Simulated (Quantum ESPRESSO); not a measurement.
Input and output of a self-consistent single point for ZnSe (F-43m, 2 atoms in the cell) (Quantum ESPRESSO).

Method of the run: PBE, PSlibrary ultrasoft (PBE) pseudopotentials (plane waves; Quantum ESPRESSO).

```
CELL_PARAMETERS angstrom
      0.00000     2.82027     2.82027
      2.82027     0.00000     2.82027
      2.82027     2.82027     0.00000
ATOMIC_POSITIONS crystal
  Zn 0.00000 0.00000 0.00000
  Se 0.75000 0.75000 0.75000
```

Reference input (self-consistent single point, DFT, PBE, plane waves, PSlibrary ultrasoft (PBE) pseudopotentials): ecutwfc = 50 Ry; ecutrho = 300 Ry; occupations = smearing; smearing = fermi-dirac; degauss = 0.00147 Ry; potentials = {Zn: Zn.pbe-dn-rrkjus_psl.1.0.0.UPF, Se: Se.pbe-n-rrkjus_psl.1.0.0.UPF}; K_POINTS = automatic 10 10 10 0 0 0; conv_thr = 1e-10 Ry. This run's input differs from it in these lines:

```diff
@@ -32,3 +32,3 @@
 K_POINTS automatic
-10 10 10  0 0 0
+6 6 6  0 0 0
```

Log, with long lists cut:

```
     Self-consistent Calculation

     iteration #  1     ecut=    50.00 Ry     beta= 0.70

     Threshold (ethr) on eigenvalues was too large:
     Diagonalizing with lowered threshold

     total energy              =    -169.25632760 Ry
     estimated scf accuracy    <       0.03760080 Ry

     iteration #  2     ecut=    50.00 Ry     beta= 0.70

     total energy              =    -169.26226865 Ry
     estimated scf accuracy    <       0.00996996 Ry

     iteration #  3     ecut=    50.00 Ry     beta= 0.70

     total energy              =    -169.26480026 Ry
     estimated scf accuracy    <       0.00191663 Ry

   [... 4 blocks of this kind left out ...]

     iteration #  8     ecut=    50.00 Ry     beta= 0.70

     total energy              =    -169.26526343 Ry
     estimated scf accuracy    <          2.8E-10 Ry

     iteration #  9     ecut=    50.00 Ry     beta= 0.70
     End of self-consistent calculation

     the Fermi energy is     6.3162 ev

!    total energy              =    -169.26526343 Ry
     estimated scf accuracy    <          1.1E-11 Ry
     smearing contrib. (-TS)   =      -0.00000000 Ry
     internal energy E=F+TS    =    -169.26526343 Ry

     convergence has been achieved in   9 iterations

     Forces acting on atoms (cartesian axes, Ry/au):

     atom    1 type  1   force =    -0.00000000   -0.00000000    0.00000000
     atom    2 type  2   force =    -0.00000000   -0.00000000    0.00000000

     Total force =     0.000000     Total SCF correction =     0.000000

          total   stress  (Ry/bohr**3)                   (kbar)     P=       25.83
   0.00017557  -0.00000000  -0.00000000           25.83       -0.00       -0.00
  -0.00000000   0.00017557  -0.00000000           -0.00       25.83       -0.00
  -0.00000000  -0.00000000   0.00017557           -0.00       -0.00       25.83

   JOB DONE.
```

The run converged in 9 iterations. Against the reference run the free energy rises by 3.0 meV/atom, the pressure hardly changes (2.56 to 2.58 GPa) and the gap on the mesh moves little (1.344 to 1.342 eV).

The starting cell comes from a database of computed structures (which also holds hypothetical and non-ambient phases and stackings), without a prior relaxation at this level. Its lattice was rescaled by a random factor within 2.5 % of one.
